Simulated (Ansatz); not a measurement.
Structures of equal composition on the (110) surface of bcc W: a layer of Ag in place of the second plane; a layer of Ag in place of the third plane. The slabs share one bottom face, and each structure is named by its start. These are constructed structures in small cells; real faces may alloy, dewet or reconstruct in larger ones, and not all known structures of the face are among them. Slabs of about 11 Å, Fermi-Dirac smearing of 0.1 eV. Bottom of the slabs: a bare face, its two planes held. Relaxed from the named starts with such symmetry as they have, on meshes of like density; energies extrapolated to zero smearing; spin only where a row says so; no spin-orbit coupling, no U. Brackets mark spin-polarised runs, whose order is one that fits the cell.

All values below come from PBE (plane waves to 420 eV, PAW; Ansatz, a first-principles code).

Problem. Put the candidates in order of energy per 1x1 cell, lowest first, for PBE.

Solution. a layer of Ag in place of the third plane (0.000 eV), a layer of Ag in place of the second plane (0.231 eV)
